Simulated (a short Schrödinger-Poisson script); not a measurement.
# Symmetric double-gate stack, SiO2 on p-type Si(100)

Structure: symmetric double-gate stack, SiO2 on p-type Si(100), at 300 K.

```
layer  material  thickness (nm)  Na (cm⁻³)
-----  --------  --------------  ---------
1          SiO2               2          -
2            Si               4       2e18
3          SiO2               2          -
```

Constants are typed, rounded textbook-type inputs, not results; the design itself was drawn at random and stands for no fabricated device. SiO2: permittivity 3.9, conduction-band edge (eV) 3.15, gap (eV) 9, electron mass (mₑ) 0.5. Si: permittivity 11.7, conduction-band edge (eV) 0, gap (eV) 1.124, Nv at 300 K (cm⁻³) 3.1e19.

Channel valleys (confinement mass, in-plane density-of-states mass, number): Δ2 0.916, 0.19, 2; Δ4 0.19, 0.417, 4. At the gates, both at one voltage, the conduction-band edge of layer 1 lies 3.53 eV − eVg above the Fermi level of the channel. Gaps are held at their typed values at every temperature. Mesh 0.03 nm at interfaces.

Solved with a short Schrödinger-Poisson script written for these runs: 1D Poisson equation in equilibrium, electrons quantum, Hartree (BenDaniel-Duke, 12 states a valley, the channel's in-plane mass for all, wave functions ending at the dielectric), parabolic valleys, classical holes, full ionisation, no traps, pinning or gate leakage.

| Vg (V) | electrons (cm⁻²) | C (μF/cm²) | Δ2 E0 (meV) | Δ2 E1 (meV) | Δ4 E0 (meV) | Δ4 E1 (meV) |
|---|---|---|---|---|---|---|
| 0.1 | 6.70e6 | < 0.003 | 348.1 | 424.2 | 446.2 | 816.2 |
| 0.2 | 3.20e8 | < 0.003 | 248.2 | 324.2 | 346.2 | 716.2 |
| 0.3 | 1.48e10 | 0.0907 | 149.0 | 224.9 | 247.0 | 617.0 |
| 0.4 | 3.42e11 | 1.21 | 67.1 | 142.4 | 165.1 | 534.5 |
| 0.5 | 1.44e12 | 2.13 | 27.5 | 100.9 | 125.6 | 493.0 |
| 0.6 | 2.87e12 | 2.43 | 6.5 | 77.3 | 104.7 | 469.5 |
| 0.7 | 4.43e12 | 2.56 | -7.8 | 60.3 | 90.5 | 452.6 |
| 0.8 | 6.06e12 | 2.65 | -19.0 | 46.5 | 79.6 | 439.1 |
| 0.9 | 7.73e12 | 2.70 | -28.1 | 34.9 | 70.8 | 427.6 |
| 1 | 9.43e12 | 2.75 | -35.8 | 24.7 | 63.5 | 417.7 |
| 1.1 | 1.12e13 | 2.78 | -42.5 | 15.6 | 57.2 | 409.0 |

Subbands count from the Fermi level. The capacitance is that of both gates.
